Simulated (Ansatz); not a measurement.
Bond-angle distributions (per cent of the angles at each element, bins of 10°) of a relaxed model of amorphous Al$_{28}$O$_{43}$Li$_{2}$ at 3.01 g/cm³. The numbers are results of PBE, scalar-relativistic without spin-orbit coupling (plane waves to 420 eV, PAW; Ansatz, a first-principles code), not measurements.

It comes from a melt-quench run on a machine-learned potential (CHGNet), relaxed afterwards by DFT. O atoms were pushed apart under 1.9 Å during the dynamics, to hinder bonds among them. The hot cell started wider than the set density and was brought back towards it in steps. It is the lowest in DFT energy of 2 quenches. It is a model cell: composition and starting density were chosen by hand, and all elements were melted together. No dispersion term was used. Its density started from a set value of 3.07 and ended at 3.01 g/cm³. Cooling (nominally 410 K/ps over its main leg) ran many orders faster than in experiment, which tends to leave more defects and strain. Values belong to this one cell and scatter from quench to quench. Volume and shape were free in the relaxation.

Bonds are counted up to Al-Al 2.66 Å, Al-O 2.22 Å, Al-Li 2.76 Å, O-O 1.58 Å, O-Li 2.33 Å, Li-Li 2.86 Å. Two cations that share two anions don't count as bonded, nor two that share one unless they lie closer than Al-Al 2.59 Å, Al-Li 2.69 Å, Li-Li 2.78 Å.

| angle (°) | at Al | at O |
|---|---|---|
| 50-60 | 0 | 0 |
| 60-70 | 0 | 0 |
| 70-80 | 5 | 0 |
| 80-90 | 20 | 9 |
| 90-100 | 21 | 20 |
| 100-110 | 23 | 13 |
| 110-120 | 10 | 15 |
| 120-130 | 6 | 21 |
| 130-140 | 4 | 14 |
| 140-150 | 4 | 7 |
| 150-160 | 5 | 1 |
| 160-170 | 1 | 0 |
| 170-180 | 3 | 0 |

They go with these counts of neighbours within the cut-offs, cation contacts included: Al mean 4.6, most often 5; O mean 3.2, most often 3.
